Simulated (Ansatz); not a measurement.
Consider Te (space group P3_121, No. 152; a = 4.317 Å, c = 5.955 Å; made of chains).

Now apply this change: full substitution Te → Se; the structure is relaxed again.

Levels (all Ansatz, an electronic-structure program, PAW): PBEsol (420 eV, no spin-orbit coupling); HSE06 (420 eV, no spin-orbit coupling).

The geometry is relaxed with PBEsol.

| Quantity | Value |
|---|---|
| PBEsol lowest conduction level above the VBM at special points | H 0.40 eV; A 0.82 eV; L 1.22 eV; Γ 1.38 eV |

Task: Predict the lowest conduction level above the VBM at special points from HSE06.

Result: The lowest conduction level above the VBM at special points becomes H 1.09 eV; A 1.49 eV; L 1.92 eV; Γ 2.14 eV (PBEsol: H 0.40 eV; A 0.82 eV; L 1.22 eV; Γ 1.38 eV).

Single points use the geometry relaxed with PBEsol. HSE06 was sampled on its mesh, a few special points and the semilocal edge points, so its gap is an upper bound. The levels and masses belong to the bands next to the band gap. Stability against distortions was not tested. No dispersion term is included in the PBEsol runs.
